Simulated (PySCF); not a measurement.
PySCF 2.14.0, BP86/def2-svp, df: Mo(O)2(OSiH3)2 ([O]=[Mo](=[O])([O][SiH3])[O][SiH3]), 13 atoms. The geometry is a generated start, not checked to be a minimum at this level.

task: energy
method: bp86
basis: def2-svp
two-electron scheme: density fitting
mol.max_memory: 3000 MB
mf.max_cycle: 100
mf.conv_tol: 1e-09 (default)
mf.grids.level: 3 (default)
effective core potentials: those of the basis set, past Kr
basis functions: 153
grid points: 175976

```xyz
13

Mo     0.4559     0.7269     1.0971
O      1.9449     1.4106     1.1375
O     -0.4131     0.9885     2.4619
O      0.6151    -1.0124     0.8256
Si     0.8535    -2.5975     0.5605
H     -0.3003    -3.2952     1.1489
H      2.1343    -2.9466     1.1953
H      0.8865    -2.7340    -0.9088
O     -0.4326     1.3430    -0.3024
Si    -1.2747     1.9285    -1.5642
H     -2.5773     1.2419    -1.5424
H     -0.5082     1.5693    -2.7681
H     -1.3838     3.3770    -1.3411
```

Charge 0 and multiplicity 1 are set for this test and not shown to be the ground state.

With the defaults (mf.DIIS = CDIIS, mf.diis_space = 8, mf.diis = true, mf.init_guess = minao, mf.damp = 0, mf.diis_start_cycle = 1, mf.level_shift = 0) it converges in 17 Fock builds. One run each on 2 threads, 1 BLAS thread, with these changes:
- mf.diis_space = 20
- mf.init_guess = atom
- mf.DIIS = ADIIS
- mf.diis = false
- mf.diis_space = 12
- mf.DIIS = EDIIS
- mf.damp = 0.3, mf.diis_start_cycle = 4
- mf.level_shift = 1 Hartree
- mf.diis_space = 3

Which runs fail or end elsewhere than the default run?

No convergence: mf.DIIS = EDIIS; mf.diis_space = 3; mf.diis = false (the run ends without SCF convergence in 100 cycles). The rest reach the solution of the defaults.

```json
[
 {"setting": "mf.diis_space = 20", "Fock builds": "16", "end": "same solution"},
 {"setting": "mf.diis_space = 12", "Fock builds": "16", "end": "same solution"},
 {"setting": "the defaults", "Fock builds": "17", "end": "same solution"},
 {"setting": "mf.init_guess = atom", "Fock builds": "17", "end": "same solution"},
 {"setting": "mf.damp = 0.3, mf.diis_start_cycle = 4", "Fock builds": "22", "end": "same solution"},
 {"setting": "mf.level_shift = 1 Hartree", "Fock builds": "38", "end": "same solution"},
 {"setting": "mf.DIIS = ADIIS", "Fock builds": "40", "end": "same solution"},
 {"setting": "mf.DIIS = EDIIS", "Fock builds": "101", "end": "no convergence"},
 {"setting": "mf.diis_space = 3", "Fock builds": "101", "end": "no convergence"},
 {"setting": "mf.diis = false", "Fock builds": "101", "end": "no convergence"}
]
```
